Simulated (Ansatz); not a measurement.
**ZrGe (model structure, started from the NiAs type, P6₃/mmc, No. 194, 4 atoms in the cell): properties by level of theory**

```tsv
level (code)	lattice constant a (Å)	lattice parameter c (Å)
PBE (Ansatz)	3.816	6.838
PBEsol (Ansatz)	3.761	6.790
PBE-D3(BJ) (Ansatz)	3.764	6.805
```

Ansatz's density-functional and Hartree–Fock values are scalar-relativistic unless marked +SOC, with PAW data made under PBE.

The computed numbers hold no vibrational or temperature effects.

A model structure was made by putting elements into a prototype or built by hand; it is no filed structure, need not be a known phase, and can be a saddle point held by its symmetry.

Ansatz is a first-principles code.
